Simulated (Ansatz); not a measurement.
Functionals compared on a constructed model of the (100) surface of fcc Pd, a pseudomorphic layer of Sc in the host's stacking (bottom of the slab: a bare face, its two planes held), in Ansatz (plane waves, PAW). The structure was relaxed with PBE; the other rows are single points on it. Cutoff 420 eV (500 eV for r2SCAN).

Set-up: 7 atoms, 12.4 Å thick at the start; mesh 13x13x1; 0.1 eV smearing; dipole correction on; 2 atoms held, the rest relaxed; start symmetry kept, larger cells not searched; no spin, no spin-orbit, no U. It is one candidate, not shown to be the stable structure of the face. These notes are the PBE run's.

```tsv
functional	work function of the top face (eV)	rough cost of the single point
PBE	4.15	–
RPBE	[?]	around 20 core-seconds (rough)
r2SCAN	4.30	around 60 core-seconds (rough)
```

Q: Complete the blanks.

A: 
- RPBE, work function of the top face (eV): 4.06

Ansatz is a quantum-chemistry and plane-wave program.
